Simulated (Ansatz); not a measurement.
Band structure of NaLiZnS2 (P3m1, 5 atoms in the cell).

```
NaLiZnS2
1.0
    3.98206     0.00000     0.00000
   -1.99103     3.44856     0.00000
    0.00000     0.00000     6.82385
Na Li Zn S
1 1 1 2
Direct
  0.00000   0.00000   0.02616
  0.33333   0.66667   0.35665
  0.66667   0.33333   0.61163
  0.33333   0.66667   0.73381
  0.66667   0.33333   0.27174
```

Computed with PBEsol, PAW files made with PBE (plane waves; Ansatz, an electronic-structure program).

Settings: basis.ecutwfc = 30.9 Ry; kpoints.mp_grid.grid = 10 10 5; hamiltonian.xc = pbesol; hamiltonian.pseudopotentials = {kind: paw} (the program's default PAW files); scf.occupations.method = fixed; kpoints.band_path.npoints = 8.

The starting cell comes from a database of computed structures (which also holds hypothetical and non-ambient phases and stackings), without a prior relaxation at this level.

**Question.** Predict the gap along the standard path and the places of the band edges.

**Answer.** The gap along the path is 1.69 eV, direct at Γ to within 0.01 eV.

Levels in eV from the top of the valence band on the path, bands 15 to 22:
```json
[
 {"point": "Γ", "15": "-0.86", "16": "-0.27", "17": "0.00", "18": "0.00", "19": "1.69", "20": "4.70", "21": "6.20", "22": "6.20"},
 {"point": "M", "15": "-2.12", "16": "-1.91", "17": "-1.29", "18": "-0.54", "19": "3.24", "20": "4.62", "21": "5.98", "22": "6.93"},
 {"point": "K", "15": "-1.80", "16": "-1.73", "17": "-1.58", "18": "-1.46", "19": "4.52", "20": "5.17", "21": "6.71", "22": "6.81"},
 {"point": "A", "15": "-0.79", "16": "-0.79", "17": "-0.08", "18": "-0.08", "19": "2.47", "20": "5.33", "21": "6.12", "22": "6.12"},
 {"point": "L", "15": "-1.85", "16": "-1.66", "17": "-1.00", "18": "-0.65", "19": "3.20", "20": "3.83", "21": "5.33", "22": "6.56"},
 {"point": "H", "15": "-2.18", "16": "-1.83", "17": "-1.20", "18": "-0.89", "19": "4.27", "20": "5.13", "21": "5.55", "22": "6.17"}
]
```

Keys are those of Ansatz 0.2.
